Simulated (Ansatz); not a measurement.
The parent structure is Cu₃N (space group Pm-3m, No. 221; a = 3.765 Å). Axes: x, y, z lie along the cube axes.

Level of theory: PBEsol, PAW, 420 eV (Ansatz, a quantum-chemistry and plane-wave program; no spin-orbit coupling), earlier PAW set.

Base values:

| Property | Result |
|---|---|
| Pressure | 0.0 GPa |
| Volume per atom | 13.34 Å³ |

Perturbation: biaxial strain +3.71 %, plane normal [111], relaxed out of plane (Cartesian); in-plane vectors clamped, the third vector and the atoms free.

How does this affect the energy relative to the base?

The energy goes up by 10 meV/atom.

What does the calculation give for the pressure after the change?

The pressure (mean of the normal stresses, compression positive) goes from zero to -2.2 GPa.

What happens to the volume per atom?

The volume per atom increases by 0.22 Å³ (13.34 Å³ → 13.56 Å³).

Stability against distortions was not tested. The final runs are not spin-polarised. Gaps under 0.05 eV, about the width of the smearing, are given as zero.
